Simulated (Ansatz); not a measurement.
Output of an Ansatz run (abridged):

```
WARN ansatz: RAYON_NUM_THREADS=1 ignored (pool sized by the plan → 1); use --threads N
Pseudopotentials: kind: paw
Pseudopotential: Hg, paw, valence charge 20
Pseudopotential: Te, paw, valence charge 16
Crystal: 2 atoms, lattice volume = 66.391 Å³
Basis set: ecut = 420 eV, 1291 PW (Γ), exchange–correlation on 64×64×64 points (8 copies of the dense FFT grid, shifted against one another)
Bands: 22, of which v1, the nominal top of the filled ones, is band 18 counted from 1 (17 counted from 0)
Symmetry: 24 space group operations
Space group: F-43m (ITA 216), of the structure as read, at distance tolerance 4.0e-5 Å
k-points: 20 of 343 (time reversal used)
PAW frozen core: Hg, regenerated for the run's functional, and the local potential with it
PAW frozen core: Te, regenerated for the run's functional, and the local potential with it
Initial density: superposition of atomic densities (neutral atoms: chi_scale 0, normalization atom), corrected by the library's trained network
Initial wavefunctions: pseudopotential atomic-orbital guess
Eigensolver: davidson
Functional: x = pbesol(κ = 0.804, μ = 0.12345679012345678), c = pbesol(β = 0.046)
SCF iter   1: F=—  HF=-20569.797662 eV  |F-HF|=—  |Δ(HF+E_count)|=         —  Δρ=2.66e-3  dr2=7.20e-3  ethr=1.77e-3  ⟨swp⟩=6.3  Hψ=2117  notcnv=0
all-band conjugate gradients solve this SCF's bands
preconditioner: auto → none
SCF iter   2: F=—  HF=-20569.795510 eV  |F-HF|=—  |Δ(HF+E_count)|=   2.15e-3  Δρ=8.18e-4  dr2=2.77e-4  ethr=2.00e-5  ⟨swp⟩=4.0  Hψ=1058  notcnv=0
SCF iter   3: F=—  HF=-20569.795715 eV  |F-HF|=—  |Δ(HF+E_count)|=   2.05e-4  Δρ=3.80e-4  dr2=5.71e-5  ethr=7.69e-7  ⟨swp⟩=2.1  Hψ=628  notcnv=0
SCF iter   4: F=—  HF=-20569.795778 eV  |F-HF|=—  |Δ(HF+E_count)|=   6.32e-5  Δρ=1.45e-4  dr2=1.81e-5  ethr=1.59e-7  ⟨swp⟩=2.0  Hψ=686  notcnv=0
SCF iter   5: F=—  HF=-20569.795775 eV  |F-HF|=—  |Δ(HF+E_count)|=   3.63e-6  Δρ=2.02e-5  dr2=1.78e-7  ethr=5.04e-8  ⟨swp⟩=2.0  Hψ=601  notcnv=0
SCF iter   6: F=-20569.795775 eV  HF=-20569.795775 eV  |F-HF|=1.74e-9  |Δ(HF+E_count)|=   3.10e-7  Δρ=4.25e-6  dr2=1.02e-8  ethr=2.78e-10  ⟨swp⟩=6.0  Hψ=1930  notcnv=0
SCF 1 converged in 6 iterations: F = -20569.795775 eV  dr2 = 1.02e-8
SCF converged after 6 iterations
Free energy (F): -20569.795775 eV
Harris-Foulkes:  -20569.795775 eV  (|F-HF|=1.74e-9)
Internal energy: -20569.795664 eV  (E = F + TS)
E sigma→0 (E₀):  -20569.795719 eV
Entropy (-TS):   -0.000111 eV (-0.056 meV/atom)
Fermi energy:    8.871609 eV
--- Per-component energies (eV) ---
  E_band       = -768.866536
  E_kinetic    = 785.107642
  E_local      = -4771.903764  (includes V_loc(G=0)·N_el)
  E_nonlocal   = -231.720945
  E_hartree    = 2319.504555
  E_xc         = -342.387342
  E_vxc        = -365.992225  (∫ρ·V_xc dr)
  E_paw        = -14385.244901  (= ΣΔE_a)
  E_vpaw       = -823.375498  (= ΣTr[D̂ρ^β])
  E_aug_tail   = 0.000718  (compensation charges beyond the density's cutoff)
  E_ewald      = -3943.855093
  E_core_change = 0.703466  (= ΣΔE_core)
  E_smearing   = -0.000111  (= −TS)
  E_closure    = 0.000000  (closes the sum)
  Σ components = -20569.795775   (vs F -20569.795775, Δ=0.00e0)
--- Forces (eV/Å), atoms counted from 1 ---
  atom   1  Hg     0.00000000     0.00000000     0.00000000
  atom   2  Te    -0.00000000     0.00000000     0.00000000
  max |Σ_I F_I| component: 9.48e-17 eV/Å
--- Stress (GPa, compression-positive) ---
        1.793669      -0.000000      -0.000000
        0.000000       1.793669       0.000000
       -0.000000       0.000000       1.793669
  P = ⅓ Tr σ = 1.7937 GPa (17.937 kbar)
  The stress holds the Pulay correction. Without it, at fixed plane waves, as pw.x and ABINIT print it: P = 1.7617 GPa
--- Band table (eV; the first three rows and the last of 20) ---
  k-point 0: bands = ["-106.1595", "-54.5598", "-54.5598", "-54.5598", "-27.8706", "-27.8706", "-27.8706", "-27.8613", "-27.8613", "-3.2825", "1.4215", "1.4215", "1.4215", "1.9774", "1.9774", "8.1038", "8.8647", "8.8647", "8.8647", "13.0333", [...]
  k-point 1: bands = ["-106.1595", "-54.5598", "-54.5598", "-54.5598", "-27.8707", "-27.8706", "-27.8706", "-27.8613", "-27.8613", "-3.1787", "1.4502", "1.4502", "1.4584", "1.9746", "1.9746", "6.7579", "8.6319", "8.6319", "9.5767", "12.9685", [...]
  k-point 2: bands = ["-106.1595", "-54.5598", "-54.5598", "-54.5598", "-27.8709", "-27.8705", "-27.8705", "-27.8612", "-27.8612", "-2.9310", "1.5084", "1.5084", "1.6447", "1.9785", "1.9785", "4.9927", "8.1879", "8.1879", "9.6625", "13.7621", [...]
  k-point 19: bands = ["-106.1595", "-54.5599", "-54.5598", "-54.5598", "-27.8710", "-27.8706", "-27.8701", "-27.8613", "-27.8610", "-2.4917", "1.6348", "1.6960", "1.9050", "1.9620", "2.5508", "3.2853", "5.8811", "6.6245", "11.6800", "13.2168", [...]
```

The structure:

```
CELL_PARAMETERS angstrom
      0.00000     3.21385     3.21385
      3.21385     0.00000     3.21385
      3.21385     3.21385     0.00000
ATOMIC_POSITIONS crystal
  Hg 0.00000 0.00000 0.00000
  Te 0.25000 0.25000 0.25000
```

**Question.** What input produced this log?

**Answer.** Other spellings and defaults could give the same log, and not every line can be read from it. The input that was run (DFT, PBEsol, plane waves, default PAW files made with PBE):

Ansatz 0.2 input:
```yaml
# HgTe
crystal:
  lattice:
    - [0.000000, 3.213850, 3.213850]
    - [3.213850, 0.000000, 3.213850]
    - [3.213850, 3.213850, 0.000000]
  atoms:
    - { symbol: Hg, position: [0.000000, 0.000000, 0.000000] }
    - { symbol: Te, position: [0.250000, 0.250000, 0.250000] }
basis:
  ecutwfc: 420.0
kpoints:
  mp_grid:
    grid: [7, 7, 7]
hamiltonian:
  xc: pbesol
  pseudopotentials:
    kind: paw
scf:
  occupations:
    method: fermi_dirac
    width: 0.01
output:
  forces: true
  eigenvalues: true
  stress: true
```

The starting cell has typed, rounded lattice constants, without a prior relaxation at this level. Its lattice was rescaled by up to half a per cent. Spin-orbit coupling is off. Ansatz's pressure includes its estimate of the finite-basis (Pulay) stress. The run gives no clean gap (levels at the Fermi energy touch, overlap or are partly filled at this smearing), which alone does not show that the compound is a metal.

Ansatz is a program for electronic structure.
